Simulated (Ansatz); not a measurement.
L1₂ (Cu3Au-type) Pt3Ti was calculated with LDA (PAW; Ansatz, a program for electronic structure).

Run with plane-wave cutoff 520 eV, 16×16×16 k mesh, Fermi–Dirac smearing 0.033 eV (set by the program), no spin polarisation, scalar-relativistic PAW data made under PBE.

Computed at the level's own relaxed cell.

Hill averages of the elastic tensor: K = 283.4 GPa, G = 131.7 GPa. Volume 14.526 Å³/atom, mean atomic mass 158.280 u.

### Question
Work out the density, the sound velocities of a polycrystal and the elastic Debye temperature, and Pugh's ratio at this level.

### Answer
ρ = 1.66054 × 158.280/14.526 = 18.094 g/cm³. v_l = √[(K + 4G/3)/ρ] = 5.037 km/s and v_t = √(G/ρ) = 2.698 km/s. The mean follows from 3/v_m³ = 1/v_l³ + 2/v_t³: v_m = 3.013 km/s. Θ_D = (ħ/k_B) v_m (6π²/V)^(1/3) = 76.38 K Å s/km × 3.013 × 1.5975 Å⁻¹ = 368 K, counting all atoms of the cell. K/G = 2.15, to be set beside Pugh's rough bound of 1.75 between brittle and ductile metals.
